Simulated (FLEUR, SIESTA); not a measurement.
A SIESTA input for a self-consistent single point of Cs (Im-3m, 1 atom in the cell) (DFT, GGA PBE, numerical atomic orbitals DZP, PseudoDojo PBE standard norm-conserving potentials (rewritten from UPF to PSML)):

```
# files in the folder: Cs.psml (PseudoDojo PBE standard)
SystemName  Cs
SystemLabel cs

NumberOfAtoms                1
NumberOfSpecies              1
%block ChemicalSpeciesLabel
  1 55 Cs
%endblock ChemicalSpeciesLabel
LatticeConstant              1.0 Ang
%block LatticeVectors
    -3.159750000    3.159750000    3.159750000
     3.159750000   -3.159750000    3.159750000
     3.159750000    3.159750000   -3.159750000
%endblock LatticeVectors
AtomicCoordinatesFormat      Ang
%block AtomicCoordinatesAndAtomicSpecies
     0.000000000    0.000000000    0.000000000  1
%endblock AtomicCoordinatesAndAtomicSpecies

XC.functional                GGA
XC.authors                   PBE
PAO.BasisSize                DZP
PAO.EnergyShift              0.005 Ry
MeshCutoff                   300 Ry
%block kgrid.MonkhorstPack
    6   0   0  0.0
    0   6   0  0.0
    0   0   6  0.0
%endblock kgrid.MonkhorstPack
OccupationFunction           FD
ElectronicTemperature        50.0 meV

MaxSCFIterations             150
SCF.Mixer.Method             Broyden
SCF.Mixer.Weight             0.25
SCF.Mixer.History            8
SCF.DM.Tolerance             1.0E-05
Diag.ParallelOverK           true
WriteForces                  true
Charge.Mulliken              end
```

Question: Give the FLEUR input for the same structure, mesh, smearing and functional.

Answer: This is the input that was run; spellings and numerical settings could be chosen otherwise.

Input of the input generator:

```
scf Cs
&input film=f /
-0.5773502692 0.5773502692 0.5773502692
0.5773502692 -0.5773502692 0.5773502692
0.5773502692 0.5773502692 -0.5773502692
10.3421829709
1.0 1.0 1.0

1
55 0.0000000000 0.0000000000 0.0000000000

&comp jspins=1 /
&kpt div1=6 div2=6 div3=6 gamma=t /
&end /
```

```xml
<?xml version="1.0" encoding="UTF-8" standalone="no"?>
<fleurInput fleurInputVersion="0.39">
   <comment>
      scf Cs                                                                                              
   </comment>
   <calculationSetup>
      <cutoffs Kmax="3.8" Gmax="11.4" GmaxXC="11.4" numbands="0"/>
      <scfLoop itmax="80" minDistance="0.00001" maxIterBroyd="15" imix="Anderson" alpha="0.05" precondParam="0.0" spinf="2.0"/>
      <coreElectrons ctail="T" frcor="F" kcrel="0" coretail_lmax="0"/>
      <xcFunctional name="pbe" relativisticCorrections="F"/>
      <magnetism jspins="1"/>
      <soc l_soc="F" theta="0.0" phi="0.0" spav="F"/>
      <expertModes spex="0" secvar="F"/>
      <geometryOptimization l_f="T" forcealpha="1.0" forcemix="BFGS" epsdisp="0.00001" epsforce="0.00001"/>
      <ldaU l_linMix="F" mixParam="0.05" spinf="1.0"/>
   </calculationSetup>
   <cell>
      <bzIntegration valenceElectrons="9.0" mode="hist" fermiSmearingEnergy="0.00183747">
         <kPointListSelection listName="default-1"/>
         <!-- k-points included here -->
         <xi:include xmlns:xi="http://www.w3.org/2001/XInclude" href="kpts.xml"> </xi:include>
      </bzIntegration>
      <!-- symmetry operations included here -->
      <xi:include xmlns:xi="http://www.w3.org/2001/XInclude" href="sym.xml"> </xi:include>
      <bulkLattice scale="1.0">
         <bravaisMatrix>
            <row-1>   -5.9710621223647706     5.9710621223647706     5.9710621223647706</row-1>
            <row-2>    5.9710621223647706    -5.9710621223647706     5.9710621223647706</row-2>
            <row-3>    5.9710621223647706     5.9710621223647706    -5.9710621223647706</row-3>
         </bravaisMatrix>
      </bulkLattice>
   </cell>
   <atomSpecies>
      <species name="Cesium (Cs)" element="Cs" atomicNumber="55">
         <mtSphere radius="2.63" gridPoints="925" logIncrement="0.014"/>
         <atomicCutoffs lmax="10" lnonsphr="8"/>
         <electronConfig flipSpins="F">
            <coreConfig>(1s1/2) (2s1/2) (2p1/2) (2p3/2) (3s1/2) (3p1/2) (3p3/2) (4s1/2) (3d3/2) (3d5/2) (4p1/2) (4p3/2) (4d3/2) (4d5/2)</coreConfig>
            <valenceConfig>(5s1/2) (5p1/2) (5p3/2) (6s1/2)</valenceConfig>
            <stateOccupation state="(6s1/2)" spinUp="0.5" spinDown="0.5"/>
         </electronConfig>
         <energyParameters s="6" p="6" d="5" f="4"/>
         <lo type="SCLO" l="0" n="5" eDeriv="0"/>
         <lo type="SCLO" l="1" n="5" eDeriv="0"/>
      </species>
   </atomSpecies>
   <atomGroups>
      <atomGroup species="Cesium (Cs)">
         <relPos label="                   1">.0000000000 .0000000000 .0000000000</relPos>
         <force calculate="T" relaxXYZ="TTT"/>
      </atomGroup>
   </atomGroups>
   <output dos="F" band="F" slice="F">
      <checks vchk="F" cdinf="F"/>
      <bandDOS minEnergy="-.5*Htr" maxEnergy="0.5*Htr" sigma="0.015" storeEVData="T"/>
      <vacuumDOS vacdos="F" integ="F" star="F" nstars="0" locx1="0.0" locy1="0.0" locx2="0.0" locy2="0.0" nstm="0" tworkf="0.0"/>
      <unfoldingBand unfoldBand="F" supercellX="1" supercellY="1" supercellZ="1"/>
      <plotting iplot="0" polar="F">
         <plot TwoD="T" vec1="  1.0  0.0  0.0" vec2="  0.0  1.0  0.0" vec3="  0.0  0.0  1.0" zero="  0.0  0.0  0.0" file="plot"/>
      </plotting>
      <chargeDensitySlicing numkpt="0" minEigenval="0.0" maxEigenval="0.0" nnne="0" pallst="F"/>
      <specialOutput eonly="F"/>
      <magneticCircularDichroism mcd="F" energyLo="-10.0" energyUp="0.0"/>
   </output>
  <!-- We include the file relax.xml here to enable relaxations (see documentation) -->
  <xi:include xmlns:xi="http://www.w3.org/2001/XInclude" href="relax.xml"> <xi:fallback/> </xi:include>
</fleurInput>
```

Basis settings and potentials, where a program has them, do not carry over. This input uses DFT, PBE, all-electron FLAPW (FLEUR), scalar-relativistic valence.

The starting cell comes from a database of computed structures (which also holds hypothetical and non-ambient phases and stackings), without a prior relaxation at this level. Its lattice was rescaled by a random factor within 2.5 % of one.
